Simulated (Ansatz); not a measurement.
# Pressure series in Mg

The reference is Mg in the hcp (Mg type) structure (space group P6_3/mmc, No. 194; a = 3.186 Å, c = 5.224 Å).

Cell and atoms are relaxed at each pressure.

All numbers come from PBE in Ansatz (plane waves to 420 eV, PAW, no spin-orbit coupling).

```tsv
pressure (GPa)	volume per atom (Å³/atom)
-2	24.465
-1	23.648
0	22.966
0.3	22.780
1.5	22.098
3	21.369
5	20.548
7.5	?
10	18.982
```

### Question
Fit the third-order Birch–Murnaghan form P(V) = (3B₀/2)[(V₀/V)^(7/3) − (V₀/V)^(5/3)]·[1 + (3/4)(B₀′ − 4)((V₀/V)^(2/3) − 1)] (squares taken in P) to the rows shown and predict the withheld row.

### Answer
Least squares on the printed values gives V₀ = 22.968 Å³/atom, B₀ = 36.0 GPa, B₀′ = 3.9; this predicts 19.695 Å³/atom, and the run gives 19.697 Å³/atom, 0.002 higher.

Load acts through the strain it causes; cell and atoms are relaxed under it. Whether these cells are dynamically stable was not tested. Competing high-pressure phases were not computed.

Ansatz is a first-principles code.
